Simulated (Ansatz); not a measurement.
The reference is CaB6 (space group Pm-3m, No. 221; a = 4.1478 Å).

Method: PBE in Ansatz (plane waves to 420 eV, PAW, scalar-relativistic without spin-orbit coupling).

Base values:

The volume per atom comes out as 10.19 Å³.

One thing is altered: every B is replaced by Tl; the structure is relaxed again.

Tabulated Pauling electronegativity and covalent radius: B 2.04, 0.84 Å; Tl 1.62, 1.45 Å.

How does this affect the volume per atom?

The volume per atom increases by 48.10 Å³, from 10.19 Å³ to 58.29 Å³.

Whether these cells are dynamically stable was not tested. As relaxed here, CaTl6 is a hypothetical phase, not in the database extracts checked. The final runs are not spin-polarised.

Ansatz is a quantum-chemistry and plane-wave program.
